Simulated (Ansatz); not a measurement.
## What pressure −1 GPa does to KTaO3

Base system: KTaO3 in the cubic perovskite structure (space group Pm-3m, No. 221; a = 4.023 Å).

One thing is altered: a negative pressure, −1 GPa.

The values are results of plane-wave PAW DFT at the PBE level (Ansatz, a first-principles code, 420 eV), no spin-orbit coupling, earlier PAW set, not measurements. Γ-centred 8×8×8 mesh, Fermi–Dirac width 0.05 eV.

```json
{
 "volume_per_atom": "13.09 Å³ (base 13.02 Å³)",
 "density": "6.80 g/cm³ (base 6.84 g/cm³)",
 "lattice_parameter_a": "4.030 Å (base 4.023 Å)",
 "band_gap": "2.16 eV (base 2.17 eV)",
 "gap_character": "indirect, R → Γ (base indirect, R → Γ)",
 "smallest_direct_gap": "2.80 eV (base 2.81 eV)"
}
```

Final structure:

```
CELL_PARAMETERS angstrom
      4.03026     0.00000     0.00000
      0.00000     4.03026     0.00000
      0.00000     0.00000     4.03026
ATOMIC_POSITIONS crystal
  K  0.00000 0.00000 0.00000
  Ta 0.50000 0.50000 0.50000
  O  0.00000 0.50000 0.50000
  O  0.50000 0.50000 0.00000
  O  0.50000 0.00000 0.50000
```

Cost of the whole job for the changed cell (relaxation, final SCF and bands): about 26 core-seconds (a rough figure).

With Ta present, leaving out spin-orbit coupling can change the band edges. Load acts through the strain it causes; cell and atoms are relaxed under it. Whether these cells are dynamically stable was not tested.
